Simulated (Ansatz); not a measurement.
## A computed series for BN: response to strain

Start from BN in the zinc blende structure (space group F-43m, No. 216).

```xyz
2
Lattice="0.0000 1.8049 1.8049 1.8049 0.0000 1.8049 1.8049 1.8049 0.0000" Properties=species:S:1:pos:R:3 pbc="T T T"
B      0.0000     0.0000     0.0000
N      0.9024     0.9024     0.9024
```

Cartesian axes are those of the cell as printed.

Strains are applied to the cell and any free atomic positions relax.

All numbers come from Ansatz (a first-principles code) r2SCAN, no spin-orbit coupling.

Candidates:
(a) uniaxial strain ε_zz = +1.50 %
(b) uniaxial strain ε_zz = +0.50 %
(c) uniaxial strain ε_zz = +2.50 %
(d) uniaxial strain ε_zz = +2.00 %
(e) uniaxial strain ε_zz = +1.00 %

For the base:

The smallest direct gap is 9.59 eV.

Question: Order them by smallest direct gap, lowest first.

Answer: (c) uniaxial strain ε_zz = +2.50 % (9.32 eV), (d) uniaxial strain ε_zz = +2.00 % (9.38 eV), (a) uniaxial strain ε_zz = +1.50 % (9.43 eV), (e) uniaxial strain ε_zz = +1.00 % (9.48 eV), (b) uniaxial strain ε_zz = +0.50 % (9.53 eV)

No phonon test of stability was made.
